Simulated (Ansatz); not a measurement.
Take PbO (space group P4/nmm, No. 129; a = 3.970 Å, c = 4.705 Å) as the base.

Computed with PBEsol-D3(BJ) (Ansatz, a first-principles code), without spin-orbit coupling.

For the base:

Volume per atom: 18.54 Å³
Gap character: indirect, M–Γ (79 % along) → M
Smallest direct gap: 1.97 eV

The change: cell and atoms relaxed at a pressure of 10 GPa.

Problem. Predict the new volume per atom, gap character and smallest direct gap.

Solution. The volume per atom decreases by 2.99 Å³, from 18.54 Å³ to 15.55 Å³; the gap character becomes indirect, Γ–Z (70 % along) → M (base: indirect, M–Γ (79 % along) → M); the smallest direct gap shrinks by 0.493 eV (1.97 eV → 1.47 eV).

With Pb present, leaving out spin-orbit coupling can change the band edges. Load acts through the strain it causes; cell and atoms are relaxed under it. No phonon test of stability was made. No other phases were tried under pressure.
